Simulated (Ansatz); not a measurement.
Input and output of a self-consistent single point for YInCu4 (F-43m, 6 atoms in the cell) (Ansatz, a quantum-chemistry and plane-wave program)

Method: PBEsol, default PAW files made with PBE (plane waves; Ansatz).

Input:

Ansatz 0.2 input:
```yaml
crystal:
  lattice:
    - [0.00000000, 3.52615300, 3.52615300]
    - [3.52615300, 0.00000000, 3.52615300]
    - [3.52615300, 3.52615300, 0.00000000]
  atoms:
    - { symbol: Y, position_ang: [0.00000000, 0.00000000, 0.00000000] }
    - { symbol: In, position_ang: [5.28922950, 5.28922950, 5.28922950] }
    - { symbol: Cu, position_ang: [2.64694201, 2.64694201, 2.64694201] }
    - { symbol: Cu, position_ang: [2.64694201, 4.40536399, 4.40536399] }
    - { symbol: Cu, position_ang: [4.40536399, 4.40536399, 2.64694201] }
    - { symbol: Cu, position_ang: [4.40536399, 2.64694201, 4.40536399] }
basis:
  ecutwfc: 30.9 Ry
kpoints:
  mp_grid: { grid: [9, 9, 9] }
hamiltonian:
  xc: pbesol
  pseudopotentials: { kind: paw }
scf:
  occupations: { method: gaussian, width: 0.02 Ry }
output:
  forces: true
  eigenvalues: true
  stress: true
```

Output, abridged:

```
WARN ansatz: RAYON_NUM_THREADS=1 ignored (pool sized by the plan → 1); use --threads N
Pseudopotentials: kind: paw
Pseudopotential: Y, paw, valence charge 11
Pseudopotential: In, paw, valence charge 13
Pseudopotential: Cu, paw, valence charge 19
Crystal: 6 atoms, lattice volume = 87.687 Å³
Basis set: ecut = 420.4159175005146 eV, 1759 PW (Γ), exchange–correlation on 72×72×72 points (8 copies of the dense FFT grid, shifted against one another)
Bands: 60, of which v1, the nominal top of the filled ones, is band 50 counted from 1 (49 counted from 0)
Symmetry: 24 space group operations
Space group: F-43m (ITA 216), of the structure as read, at distance tolerance 4.4e-5 Å
k-points: 35 of 729 (time reversal used)
PAW frozen core: Y, regenerated for the run's functional, and the local potential with it
PAW frozen core: In, regenerated for the run's functional, and the local potential with it
PAW frozen core: Cu, regenerated for the run's functional, and the local potential with it
Initial density: superposition of atomic densities (neutral atoms: chi_scale 0, normalization atom), corrected by the library's trained network
Initial wavefunctions: pseudopotential atomic-orbital guess
Eigensolver: davidson
Functional: x = pbesol(κ = 0.804, μ = 0.12345679012345678), c = pbesol(β = 0.046)
SCF iter   1: F=—  HF=-35677.369201 eV  |F-HF|=—  |Δ(HF+E_count)|=         —  Δρ=1.28e-2  dr2=7.61e-2  ethr=1.77e-3  ⟨swp⟩=5.3  Hψ=6445  notcnv=0
all-band conjugate gradients solve this SCF's bands
preconditioner: auto → Kerker (q_TF=auto, 2.789 Å⁻¹)
SCF iter   2: F=—  HF=-35677.352576 eV  |F-HF|=—  |Δ(HF+E_count)|=   1.66e-2  Δρ=2.05e-3  dr2=4.17e-3  ethr=7.61e-5  ⟨swp⟩=2.0  Hψ=3215  notcnv=0
SCF iter   3: F=—  HF=-35677.351347 eV  |F-HF|=—  |Δ(HF+E_count)|=   1.23e-3  Δρ=1.58e-3  dr2=2.20e-3  ethr=4.17e-6  ⟨swp⟩=2.0  Hψ=3060  notcnv=0
SCF iter   4: F=—  HF=-35677.350696 eV  |F-HF|=—  |Δ(HF+E_count)|=   6.50e-4  Δρ=6.01e-4  dr2=4.18e-4  ethr=2.20e-6  ⟨swp⟩=2.0  Hψ=2780  notcnv=0
SCF iter   5: F=—  HF=-35677.350568 eV  |F-HF|=—  |Δ(HF+E_count)|=   1.29e-4  Δρ=1.71e-4  dr2=5.10e-5  ethr=4.18e-7  ⟨swp⟩=2.0  Hψ=3007  notcnv=0
SCF iter   6: F=—  HF=-35677.350514 eV  |F-HF|=—  |Δ(HF+E_count)|=   5.32e-5  Δρ=2.42e-5  dr2=1.15e-6  ethr=5.10e-8  ⟨swp⟩=2.0  Hψ=2865  notcnv=0
SCF iter   7: F=—  HF=-35677.350514 eV  |F-HF|=—  |Δ(HF+E_count)|=   2.25e-7  Δρ=8.29e-6  dr2=1.03e-7  ethr=1.15e-9  ⟨swp⟩=2.1  Hψ=3267  notcnv=0
SCF iter   8: F=-35677.350514 eV  HF=-35677.350514 eV  |F-HF|=4.79e-9  |Δ(HF+E_count)|=   2.40e-8  Δρ=2.14e-6  dr2=6.45e-9  ethr=1.00e-10  ⟨swp⟩=8.3  Hψ=7952  notcnv=0
SCF 1 converged in 8 iterations: F = -35677.350514 eV  dr2 = 6.45e-9
SCF converged after 8 iterations
Free energy (F): -35677.350514 eV
Harris-Foulkes:  -35677.350514 eV  (|F-HF|=4.79e-9)
Internal energy: -35677.333953 eV  (E = F + TS)
E sigma→0 (E₀):  -35677.342234 eV
Entropy (-TS):   -0.016561 eV (-2.760 meV/atom)
Fermi energy:    16.168510 eV
--- Per-component energies (eV) ---
  E_band       = -1510.365526
  E_kinetic    = 1758.766305
  E_local      = -20224.372559  (includes V_loc(G=0)·N_el)
  E_nonlocal   = 1979.314811
  E_hartree    = 8945.385288
  E_xc         = -747.202213
  E_vxc        = -767.561161  (∫ρ·V_xc dr)
  E_paw        = -13358.367949  (= ΣΔE_a)
  E_vpaw       = -2147.285804  (= ΣTr[D̂ρ^β])
  E_aug_tail   = 0.001039  (compensation charges beyond the density's cutoff)
  E_ewald      = -14032.068159
  E_core_change = 1.209484  (= ΣΔE_core)
  E_smearing   = -0.016561  (= −TS)
  E_closure    = -0.000000  (closes the sum)
  Σ components = -35677.350514   (vs F -35677.350514, Δ=0.00e0)
--- Forces (eV/Å), atoms counted from 1 ---
  atom   1  Y     -0.00000000    -0.00000000    -0.00000000
  atom   2  In     0.00000000     0.00000000    -0.00000000
  atom   3  Cu     0.01272132     0.01272132     0.01272132
  atom   4  Cu     0.01272132    -0.01272132    -0.01272132
  atom   5  Cu    -0.01272132    -0.01272132     0.01272132
  atom   6  Cu    -0.01272132     0.01272132    -0.01272132
  max |Σ_I F_I| component: 7.98e-17 eV/Å
--- Stress (GPa, compression-positive) ---
        4.127687       0.000000      -0.000000
        0.000000       4.127687       0.000000
       -0.000000       0.000000       4.127687
  P = ⅓ Tr σ = 4.1277 GPa (41.277 kbar)
  The stress holds the Pulay correction. Without it, at fixed plane waves, as pw.x and ABINIT print it: P = 4.0585 GPa
--- Band table (eV; the first three rows and the last of 35) ---
  k-point 0: bands = ["-96.5722", "-96.5592", "-96.5592", "-96.5592", "-54.1249", "-54.1249", "-54.1249", "-54.1202", "-54.1202", "-54.1196", "-54.0792", "-54.0792", "-54.0792", "-54.0048", "-54.0048", "-54.0048", "-26.1313", "-6.2956", "-6.2956", [...]
  k-point 1: bands = ["-96.5720", "-96.5595", "-96.5592", "-96.5592", "-54.1245", "-54.1241", "-54.1241", "-54.1195", "-54.1195", "-54.1171", "-54.0803", "-54.0803", "-54.0792", "-54.0078", "-54.0051", "-54.0051", "-26.1312", "-6.2993", "-6.2957", [...]
  k-point 2: bands = ["-96.5712", "-96.5603", "-96.5592", "-96.5592", "-54.1242", "-54.1229", "-54.1229", "-54.1167", "-54.1167", "-54.1091", "-54.0835", "-54.0835", "-54.0792", "-54.0162", "-54.0060", "-54.0060", "-26.1308", "-6.3085", "-6.2961", [...]
  k-point 34: bands = ["-96.5666", "-96.5648", "-96.5592", "-96.5591", "-54.1188", "-54.1185", "-54.1144", "-54.1102", "-54.1019", "-54.0991", "-54.0922", "-54.0886", "-54.0674", "-54.0537", "-54.0117", "-54.0107", "-26.1298", "-6.3159", "-6.3110", [...]
```

The run converged in 8 iterations.

The starting cell comes from a database of computed structures (which also holds hypothetical and non-ambient phases and stackings), without a prior relaxation at this level. Its lattice was rescaled by a random factor within 2.5 % of one. Spin polarisation is off. With a pressure of about 4 GPa the cell is away from its equilibrium volume at this level. Ansatz's pressure includes its estimate of the finite-basis (Pulay) stress.
